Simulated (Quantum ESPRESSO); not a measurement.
Worked example: self-consistent single point of Pb₂Au (Ibam, 6 atoms in the cell) in Quantum ESPRESSO.

Method: PBEsol, GBRV 1.5 ultrasoft (PBESOL) pseudopotentials (plane waves; Quantum ESPRESSO).

```xyz
6
Lattice="3.7107 3.7159 2.8576 -3.7107 3.7159 2.8576 -3.7107 -3.7159 2.8576" Properties=species:S:1:pos:R:3 pbc="T T T"
Pb    -1.1841     1.1866     0.0000
Pb    -2.5265     2.5293    -2.8576
Pb    -4.8948     2.5293     0.0000
Pb     1.1841     1.1866    -2.8576
Au     0.0000     3.7159    -1.4288
Au    -3.7107     0.0000    -1.4288
```

Reference input (self-consistent single point, DFT, PBEsol, plane waves, GBRV 1.5 ultrasoft (PBESOL) pseudopotentials): ecutwfc = 40 Ry; ecutrho = 320 Ry; occupations = smearing; smearing = marzari-vanderbilt; degauss = 0.0147 Ry; potentials = {Pb: pb_pbesol_v1.uspp.F.UPF, Au: au_pbesol_v1.uspp.F.UPF}; K_POINTS = automatic 4 4 4 1 1 1; conv_thr = 1e-10 Ry; mixing_beta = 0.5. This run's input differs from it in these lines:

```diff
@@ -19,3 +19,3 @@
    smearing = 'marzari-vanderbilt',
-   degauss = 0.0147,
+   degauss = 0.011025,
 /
```

Output (repeated stretches shortened):

```
     Self-consistent Calculation

     iteration #  1     ecut=    40.00 Ry     beta= 0.50

     Threshold (ethr) on eigenvalues was too large:
     Diagonalizing with lowered threshold

     negative rho (up, down):  6.138E-02 0.000E+00

     total energy              =    -884.95034067 Ry
     estimated scf accuracy    <       0.30432498 Ry

     iteration #  2     ecut=    40.00 Ry     beta= 0.50

     negative rho (up, down):  6.100E-02 0.000E+00

     total energy              =    -885.03247329 Ry
     estimated scf accuracy    <       0.26943571 Ry

     iteration #  3     ecut=    40.00 Ry     beta= 0.50

     negative rho (up, down):  6.127E-02 0.000E+00

     total energy              =    -885.07685762 Ry
     estimated scf accuracy    <       0.00229775 Ry

   [... 12 blocks of this kind left out ...]

     iteration # 16     ecut=    40.00 Ry     beta= 0.50

     negative rho (up, down):  6.196E-02 0.000E+00

     total energy              =    -885.07766808 Ry
     estimated scf accuracy    <          3.8E-10 Ry

     iteration # 17     ecut=    40.00 Ry     beta= 0.50

     negative rho (up, down):  6.196E-02 0.000E+00
     End of self-consistent calculation

     the Fermi energy is    11.7997 ev

!    total energy              =    -885.07766808 Ry
     estimated scf accuracy    <          6.0E-11 Ry
     smearing contrib. (-TS)   =      -0.00103014 Ry
     internal energy E=F+TS    =    -885.07663794 Ry

     convergence has been achieved in  17 iterations

     negative rho (up, down):  6.196E-02 0.000E+00

     Forces acting on atoms (cartesian axes, Ry/au):

     atom    1 type  1   force =     0.00160568   -0.00167248    0.00000000
     atom    2 type  1   force =    -0.00160568    0.00167248   -0.00000000
     atom    3 type  1   force =     0.00160568    0.00167248    0.00000000
     atom    4 type  1   force =    -0.00160568   -0.00167248    0.00000000
     atom    5 type  2   force =     0.00000000    0.00000000    0.00000000
   [... lines left out ...]
     Total force =     0.004637     Total SCF correction =     0.000039
   [... lines left out ...]

     negative rho (up, down):  6.196E-02 0.000E+00
          total   stress  (Ry/bohr**3)                   (kbar)     P=      -21.94
  -0.00018053   0.00000000  -0.00000000          -26.56        0.00       -0.00
   0.00000000  -0.00017829   0.00000000            0.00      -26.23        0.00
  -0.00000000   0.00000000  -0.00008858           -0.00        0.00      -13.03

   JOB DONE.
```

The run converged in 17 iterations. Against the reference run the free energy hardly moves (within 1 meV/atom), the pressure stays at -2.19 GPa and the largest force goes from 0.054 to 0.060 eV/Å.

The starting cell comes from a database of computed structures (which also holds hypothetical and non-ambient phases and stackings), without a prior relaxation at this level.

Cost on one core of a shared machine: roughly 5 min.
